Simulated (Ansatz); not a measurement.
Start from CdF2 in the fluorite structure (space group Fm-3m, No. 225; a = 5.4815 Å).

Computed with PBE (Ansatz, an electronic-structure program; PAW; 420 eV plane waves; spin-orbit coupling left out).

Strains are applied to the cell and any free atomic positions relax.

One change was made to it. Results:

```csv
quantity,base,after
band gap,2.92 eV,2.65 eV
electron mass,0.38 mₑ (at Γ),0.38 mₑ (at Γ)
gap character,"indirect, W → Γ","indirect, W → Γ"
pressure,0.0 kbar,-58.0 kbar
```

Problem. What was done to the base?
(A) isotropic strain +1.00 %
(B) isotropic strain −3.00 %
(C) isotropic strain +2.50 %

Solution. C, isotropic strain +2.50 %. For comparison, the band gap in the other runs: isotropic strain +1.00 % gives 2.81 eV; isotropic strain −3.00 % gives 3.24 eV.

Effective masses come from finite differences of ±0.01 Å⁻¹. No phonon test of stability was made.
